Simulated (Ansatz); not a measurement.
The cell is made up: elements placed on another compound's structure type, so the phase may be hypothetical.

By PBEsol, the system below comes out a metal.

A figure of merit of an interconnect metal is its ballistic conductance per area.

Data:

```
CELL_PARAMETERS angstrom
      4.21742     0.00000     0.00000
      0.00000     5.96433     0.00000
      0.00000     2.98217     2.98217
ATOMIC_POSITIONS crystal
  In 0.00000 0.00000 0.00000
  Pt 0.50000 0.00000 0.50000
  Pt 0.50000 0.50000 0.50000
  Pt 0.00000 0.50000 0.00000
  N  0.50000 0.50000 0.00000
```

Space group of this cell: Pm-3m, anti-perovskite. The cell was relaxed by PBE-D3(BJ); by PBEsol its mean pressure is -2.2 GPa.

The current flows along the normal of the first two printed cell vectors. No spin-orbit coupling; the value is a mean over 0.1 eV about the Fermi level.

Q: Estimate the ballistic conductance per area that PBEsol in Ansatz (an electronic-structure program) returns for this system.

A: 0.57 × 10¹⁵ S/m² for both spins.
